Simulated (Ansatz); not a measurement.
The starting structures come from a database of crystals and need not be the phases stable at ambient conditions.

 Where the default PAW files enter, the runs use the earlier of Ansatz's two default sets.

The decay constant κ of evanescent states in the gap governs leakage through a thin film.

Given:

```yaml
crystal:
  lattice:
    - [5.56835, 0.00000, 0.00000]
    - [-0.83089, 6.59883, 0.00000]
    - [1.63254, 0.62831, 5.23100]
  atoms:
    - { symbol: In, position: [0.26680, 0.77860, 0.13910] }
    - { symbol: In, position: [0.73320, 0.22140, 0.86090] }
    - { symbol: H, position: [0.37100, 0.78540, 0.58040] }
    - { symbol: H, position: [0.62900, 0.21460, 0.41960] }
    - { symbol: H, position: [0.64610, 0.73980, 0.40640] }
    - { symbol: H, position: [0.35390, 0.26020, 0.59360] }
    - { symbol: P, position: [0.87620, 0.74380, 0.76550] }
    - { symbol: P, position: [0.12380, 0.25620, 0.23450] }
    - { symbol: O, position: [0.33780, 0.11770, 0.13980] }
    - { symbol: O, position: [0.66220, 0.88230, 0.86020] }
    - { symbol: O, position: [0.12150, 0.83840, 0.82200] }
    - { symbol: O, position: [0.87850, 0.16160, 0.17800] }
    - { symbol: O, position: [0.93080, 0.74660, 0.47210] }
    - { symbol: O, position: [0.06920, 0.25340, 0.52790] }
    - { symbol: O, position: [0.22930, 0.46730, 0.08410] }
    - { symbol: O, position: [0.77070, 0.53270, 0.91590] }
    - { symbol: O, position: [0.46210, 0.73160, 0.42070] }
    - { symbol: O, position: [0.53790, 0.26840, 0.57930] }
```

Space group of this cell: P-1. The cell is taken as given; by PBEsol its mean pressure is -3.6 GPa.

Transport runs along the normal of the first two printed cell vectors.

No gap correction and no spin-orbit coupling; mid-gap values are interpolated between computed energies.

**Question.** Compute, with PBEsol in Ansatz (a quantum-chemistry and plane-wave program), the band gap and the smallest decay constant κ at mid-gap.

**Answer.** Gap 3.22 eV on a 6×6×6 mesh; κ = 0.361 1/Å, at the zone centre.
